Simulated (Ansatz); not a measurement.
# Pressure series in ZnS

The reference is ZnS in the zinc blende structure (space group F-43m, No. 216; a = 5.389 Å).

Cell and atoms are relaxed at each pressure.

The values are results of Kohn–Sham DFT with the r2SCAN functional, run in Ansatz (an electronic-structure program) with PAW and 500 eV plane waves, without spin-orbit coupling, not measurements.

Notes on the quantities. hole mass: degenerate bands, along [100]; enthalpy: H = E + PV relative to the base's energy.

```csv
case,hole mass,density,band gap,enthalpy
base,"0.21, 0.68, 0.68 mₑ (at Γ)",4.14 g/cm³,2.70 eV,–
pressure −2 GPa,"0.21, 0.70, 0.70 mₑ (at Γ)",4.03 g/cm³,2.58 eV,-0.25 eV/atom
pressure −1 GPa,"0.21, 0.69, 0.69 mₑ (at Γ)",4.08 g/cm³,2.64 eV,-0.12 eV/atom
pressure 0.9 GPa,"0.22, 0.67, 0.67 mₑ (at Γ)",4.18 g/cm³,2.76 eV,+0.11 eV/atom
pressure 2.1 GPa,"0.22, 0.66, 0.66 mₑ (at Γ)",4.24 g/cm³,2.82 eV,+0.25 eV/atom
pressure 4.5 GPa,"0.22, 0.64, 0.64 mₑ (at Γ)",4.35 g/cm³,2.94 eV,+0.54 eV/atom
pressure 9 GPa,"0.23, 0.60, 0.60 mₑ (at Γ)",4.54 g/cm³,3.14 eV,+1.05 eV/atom
pressure 15 GPa,"0.24, 0.56, 0.56 mₑ (at Γ)",4.76 g/cm³,3.35 eV,+1.70 eV/atom
pressure 22.5 GPa,"0.25, 0.53, 0.53 mₑ (at Γ)",5.00 g/cm³,3.21 eV,+2.47 eV/atom
pressure 30 GPa,"0.26, 0.50, 0.50 mₑ (at Γ)",5.21 g/cm³,3.08 eV,+3.22 eV/atom
```

Load acts through the strain it causes; cell and atoms are relaxed under it. Masses are band curvatures over ±0.01 Å⁻¹ around the edge. Stability against distortions was not tested. Measured, ZnS leaves this structure (for rock salt) near 14.7 GPa (temperature not stated; as listed in Datta, Sujoy, Jana, Debnarayan, arXiv (2020)), on rising pressure, with hysteresis.
